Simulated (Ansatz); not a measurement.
The starting structures come from a database of crystals and need not be the phases stable at ambient conditions.

```xyz
9
Lattice="7.7037 0.0000 0.0000 0.1185 7.7028 0.0000 3.7926 -3.8514 5.4052" Properties=species:S:1:pos:R:3 pbc="T T T"
Rb     3.8518     0.0000     2.7026
Rb     7.7629     3.8514     2.7026
Te     0.0000     0.0000     0.0000
Br     5.8087     1.9244     0.2526
Br     5.8061     1.9270     5.1526
Br     3.7338     4.0314     2.7045
Br     7.8809    -0.1800     2.7008
Br     5.8857     5.7959     0.0000
Br     1.9365     1.9069     0.0000
```

Space group of this cell: I4/m. The cell is taken as given.

Transport runs along the normal of the first two printed cell vectors, the (110) plane of the conventional cell.

The gap is the functional's own, uncorrected, and κ follows it; spin-orbit coupling is left out. Mid-gap values are interpolated between the computed energies.

Task: Give the band gap and the smallest decay constant κ at mid-gap that r2SCAN run with Ansatz (an electronic-structure program) yields.

Result: Gap 2.20 eV on a 6×6×6 mesh; κ = 0.282 1/Å, at (0.500, 0.000) of the in-plane reciprocal vectors. At the zone centre, at the nearest computed energy, the slowest state has κ = 0.35 1/Å.
